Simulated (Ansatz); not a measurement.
W on the (0001) surface of 4H silicon carbide (H on every top atom; a constructed slab, bottom: 1 H on 1 bottom sites), one in a cell of 33 Å², started at the site 'hollow H-H-H over C at depth 2.1 Å'

Host crystal: 4H silicon carbide, with a band gap (PBE, scalar-relativistic without spin-orbit coupling).

Calculation: PBE (plane waves to 420 eV, PAW; Ansatz, a first-principles code).

Slab: 41 atoms, 10.8 Å thick at the start with caps and adatoms under the adsorbate (thin: gaps and levels are the slab's own); k 4x4x1, smearing 0.01 eV, dipole-corrected; 20 atoms held, the rest relaxed; start symmetry kept, larger cells not searched; spin-polarised, ending with about 6.0 μB a cell; orders that need a larger cell were not tried, no spin-orbit, no U, no dispersion correction. At the end it is bonded to 3 H. In PBE this state lies 0.06 eV over the lowest of the starts that converged ('bridge H-H (span 3.1 Å)').

| Quantity | Value |
|---|---|
| adsorption energy against an atom of bcc W | 7.88 eV |
| change of the step from the bottom to the top vacuum level, against the clean slab | 0.62 eV |
| energy released by relaxation | 0.18 eV |
| height of the binding atom over the mean of the host atoms within 0.3 Å of the top one | 2.163 bohr |
| magnetic moment of the cell | 6.00 μB |
| nearest host atoms of the binding atom | H at 2.12 Å, H at 2.12 Å, H at 2.12 Å |
| largest move of a host atom | 0.06 Å |
| cost | around 11 core-minutes (rough) |

A negative adsorption energy means that the adsorbate is more stable on the surface than in its reference.
